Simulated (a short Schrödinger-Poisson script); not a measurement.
From a short Schrödinger-Poisson script (our own, NumPy): one-band effective-mass equation with BenDaniel-Duke matching, electrons, heavy and light holes apart, hard walls at the outer ends, one valence edge for both holes (no strain splitting), no charge, excitons, band mixing or non-parabolicity; under a field the levels are quasi-bound states of a box, listed while three quarters of their weight lies within 4 nm of the wells.

Stack: single In0.3Ga0.7N/GaN quantum well.

From the first side: 12 nm GaN; 3 nm In0.3Ga0.7N, built-in field 3300 kV/cm; 12 nm GaN.

Constants are typed, rounded textbook-type inputs, not results; the design itself was drawn at random and stands for no fabricated device. In0.3Ga0.7N: direct gap (eV) 2.326, conduction-band edge (eV) 0, electron mass (mₑ) 0.161, heavy-hole mass 1.7, light-hole mass 0.3. GaN: direct gap (eV) 3.43, conduction-band edge (eV) 0.773, electron mass (mₑ) 0.2, heavy-hole mass 1.9, light-hole mass 0.33.

The valence-band edge of each layer lies one gap below its conduction-band edge. The electron's potential energy rises along the stack by the applied field and, inside the well alone, by the built-in field (unscreened; none in the barriers). Mesh 0.03 nm at interfaces.

### Question
Give the shift of e1-hh1 at 220 kV/cm (meV); the e1-hh1 transition at zero applied field (eV); the squared e1-hh1 overlap at zero applied field.

### Answer
shift of e1-hh1 at 220 kV/cm (meV): -46.5; e1-hh1 transition at zero applied field (eV): 2.027; squared e1-hh1 overlap at zero applied field: 0.03. Excitons, screening of the built-in field, fields in the barriers and alloy fluctuations are left out, and strain enters only through the typed gaps and offsets, so measured lines lie elsewhere.
